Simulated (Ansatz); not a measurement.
Adsorption energy and surface dipole of Cl on the 1x1 (111) surface of fcc Ag, one in a 1x1 cell, started at the site 'hollow Ag-Ag-Ag over Ag at depth 2.4 Å', worked from the runs' numbers; total energies count from the potentials' own zero.

Method: PBE (plane waves to 420 eV, PAW; Ansatz, a program for electronic structure).

Model: 5-atom slab, 7.1 Å thick at the start under the adsorbate (thin: gaps and levels are the slab's own), 12x12x1 mesh, Fermi-Dirac 0.1 eV, dipole correction, 2 atoms held, the rest relaxed; start symmetry kept, larger cells not searched; no spin, no spin-orbit, no U, no dispersion correction. At the end it is bonded to 3 Ag. In PBE it is, or lies within 0.03 eV of, the lowest of the starts that converged.

```
quantity                                                            value
----------------------------------------------------------  -------------
slab with the adsorbate                                     -31441.107 eV
clean slab, same cell and mesh                              -30361.527 eV
reference, ½ Cl2(g)                                          -1079.444 eV
area of the cell                                                  7.45 Å²
change of the step from the bottom to the top vacuum level       2.030 eV
```

### Question
What is the adsorption energy against this reference?

### Answer
E(slab + adsorbate) − E(slab) − E(reference) = -0.14 eV, so in this state the adsorbate is more stable than in the reference, at a coverage of 13.42 a nm².

### Question
What dipole does adsorption add to the slab along the outward normal (Helmholtz relation, ε₀ = 0.005526 e/(V·Å))?

### Answer
p = −ε₀·A·ΔV = -0.084 e·Å = -0.40 D; its negative end points to the vacuum, which raises the vacuum level.
